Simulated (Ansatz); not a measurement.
Start from Sr in the fcc (Cu type) structure (space group Fm-3m, No. 225).

```xyz
1
Lattice="0.0000 2.9613 2.9613 2.9613 0.0000 2.9613 2.9613 2.9613 0.0000" Properties=species:S:1:pos:R:3 pbc="T T T"
Sr     0.0000     0.0000     0.0000
```

Cartesian axes are those of the cell as printed.

Method: Kohn–Sham DFT with the PBEsol functional, run in Ansatz (an electronic-structure program) with PAW and 420 eV plane waves, no spin-orbit coupling.

Strains are applied to the cell and any free atomic positions relax.

One change was made to it. Results:

```tsv
quantity	base	after
energy relative to the base (free energy F)	0 meV/atom	+0.6 meV/atom
pressure (mean of the normal stresses, compression positive)	0.0 GPa	-0.2 GPa
```

Name the change that was made.
(A) uniaxial strain ε_zz = +1.50 %
(B) uniaxial strain ε_zz = +3.00 %
(C) uniaxial strain ε_zz = −3.00 %

A, uniaxial strain ε_zz = +1.50 %. For comparison, the energy relative to the base in the other runs: uniaxial strain ε_zz = −3.00 % gives +2.3 meV/atom; uniaxial strain ε_zz = +3.00 % gives +2.3 meV/atom.

No phonon test of stability was made.
